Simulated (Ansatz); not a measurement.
Carrier doping in GaN

Consider GaN in the wurtzite structure (space group P6_3mc, No. 186; a = 3.2186 Å, c = 5.2435 Å).

Carriers are added at fixed cell with a uniform background; the Fermi–Dirac width is that of 300 K.

Levels (all Ansatz, a program for electronic structure, PAW, earlier PAW set): PBE (420 eV, no spin-orbit coupling); PBEsol (420 eV, no spin-orbit coupling).

The base cell above is that of PBE; each level relaxes its own structures.

| case | shift of the gap caused by the change, PBE | shift of the gap caused by the change, PBEsol |
|---|---|---|
| electrons 1.5×10^21 cm⁻³ | -0.03 eV | (withheld) |
| electrons 5.0×10^21 cm⁻³ | -0.10 eV | (withheld) |
| electrons 7.0×10^21 cm⁻³ | -0.13 eV | -0.10 eV |
| electrons 1.0×10^22 cm⁻³ | -0.17 eV | -0.14 eV |
| holes 1.5×10^21 cm⁻³ | +0.04 eV | (withheld) |
| holes 5.0×10^21 cm⁻³ | +0.12 eV | +0.11 eV |
| holes 7.0×10^21 cm⁻³ | +0.17 eV | (withheld) |
| holes 1.0×10^22 cm⁻³ | +0.24 eV | +0.23 eV |

Q: Some entries are withheld; estimate them.

A: 
- electrons 1.5×10^21 cm⁻³, shift of the gap caused by the change, PBEsol: -0.03 eV
- electrons 5.0×10^21 cm⁻³, shift of the gap caused by the change, PBEsol: -0.08 eV
- holes 1.5×10^21 cm⁻³, shift of the gap caused by the change, PBEsol: +0.03 eV
- holes 7.0×10^21 cm⁻³, shift of the gap caused by the change, PBEsol: +0.16 eV

The two levels differ by at most about 0.03 eV. They put the cases in the same order.

Charged cell with a jellium background: band edges are those of the host's band count, energies are not comparable with the neutral cell, and many-body gap narrowing is missing. Stability against distortions was not tested.
